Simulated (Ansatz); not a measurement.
CsPbCl3 in the cubic perovskite structure (space group Pm-3m, No. 221)

```
CELL_PARAMETERS angstrom
      5.73565     0.00000     0.00000
      0.00000     5.73565     0.00000
      0.00000     0.00000     5.73565
ATOMIC_POSITIONS crystal
  Cs 0.00000 0.00000 0.00000
  Pb 0.50000 0.50000 0.50000
  Cl 0.00000 0.50000 0.50000
  Cl 0.50000 0.50000 0.00000
  Cl 0.50000 0.00000 0.50000
```

Level of theory: plane-wave PAW DFT at the PBE level (Ansatz, a program for electronic structure, 420 eV), scalar-relativistic without spin-orbit coupling, earlier PAW set. Γ-centred 6×6×6 mesh, Fermi–Dirac width 0.05 eV.

```json
{
  "volume_per_atom": "37.74 Å³",
  "density": "3.93 g/cm³",
  "band_gap": "2.22 eV, direct at R",
  "Electron mass (degenerate bands, along [100])": "0.12, 0.93, 0.93 mₑ",
  "hole_mass": "0.22 mₑ",
  "Lowest conduction-band minima above the VBM": "R along ⟨111⟩ 2.22 eV; Γ 3.68 eV",
  "total_energy": "-4165.181 eV/atom (σ→0; compares only within this code and set-up)"
}
```

With Pb present, leaving out spin-orbit coupling can change the band edges. Masses are band curvatures over ±0.01 Å⁻¹ around the edge. No phonon test of stability was made. Many cubic perovskites are stable only at high temperature; tilts and polar distortions were not tested. This is not the structure that CsPbCl3 has at room temperature and ambient pressure.
